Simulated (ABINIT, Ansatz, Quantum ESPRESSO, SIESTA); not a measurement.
## One structure in several programs: CsSbO3 (Pm-3m, 5 atoms in the cell)

Self-consistent single point.

```
CELL_PARAMETERS angstrom
      4.21598     0.00000     0.00000
      0.00000     4.21598     0.00000
      0.00000     0.00000     4.21598
ATOMIC_POSITIONS crystal
  Cs 0.00000 0.00000 0.00000
  Sb 0.50000 0.50000 0.50000
  O  0.50000 0.50000 0.00000
  O  0.00000 0.50000 0.50000
  O  0.50000 0.00000 0.50000
```

All programs got the same cell, k-point mesh and kind of occupations (in Ansatz's words: kpoints.mp_grid.grid = 8 8 8; scf.occupations.method = fermi_dirac; scf.occupations.width = 0.1 eV); potentials, basis and cutoffs are each program's usual ones.

```json
[
 {"code": "ABINIT", "model": "PBEsol, norm-conserving pseudopotentials (PseudoDojo nc-sr-04 PBEsol standard)", "pressure (GPa)": "-6.11", "k-points": "35", "cutoff": "84 Ry"},
 {"code": "Quantum ESPRESSO", "model": "PBEsol, GBRV 1.5 ultrasoft (PBESOL) pseudopotentials", "pressure (GPa)": "-5.49", "k-points": "35", "cutoff": "40 Ry"},
 {"code": "Ansatz", "model": "PBEsol, PAW files made with PBE", "pressure (GPa)": "-6.24", "k-points": "35", "cutoff": "default"},
 {"code": "SIESTA", "model": "GGA PBEsol, numerical atomic orbitals TZP, PseudoDojo PBEsol standard norm-conserving potentials (rewritten from UPF to PSML)", "pressure (GPa)": "-3.54", "k-points": "296", "cutoff": "grid 300 Ry"}
]
```

No clean gap comes from ABINIT, Quantum ESPRESSO, Ansatz (a first-principles code) and SIESTA: levels at the Fermi energy touch, overlap or are partly filled at this smearing.

The spread over the programs that give each value: pressure within 2.70 GPa.

The starting cell comes from a database of computed structures (which also holds hypothetical and non-ambient phases and stackings), without a prior relaxation at this level. Its lattice was rescaled by a random factor within 2.5 % of one. On Ansatz's run: Spin-orbit coupling is off. In the base run, with a pressure of about -6 GPa the cell is away from its equilibrium volume at this level. The run gives no clean gap (levels at the Fermi energy touch, overlap or are partly filled at this smearing), which alone does not show that the compound is a metal.

Why do the programs differ, and what cannot be compared?

Differences of this kind can come from the potentials, where these differ, and from what each basis and cutoff leave unconverged. The zero of total energies and Fermi levels follows the potentials and each program's conventions, so they are not compared here. SIESTA uses small atom-centred bases, whose incompleteness enters pressures, forces and empty levels differently from a plane-wave cutoff. Ansatz's pressure is given at a fixed set of plane waves, as the other plane-wave codes print theirs; with its correction for the finite basis it is -5.92 GPa (the shift of 0.32 GPa shows how far the cutoff is from converged). The programs reduce the same mesh by symmetry to different extents, which changes the work and not the result. In the pressure, SIESTA (by 2.56) lies more than 1 GPa from the median of the plane-wave programs.

Left out of this page: GPAW, Elk and FLEUR (not drawn, or without a comparable value).

Keys are those of Ansatz 0.2.
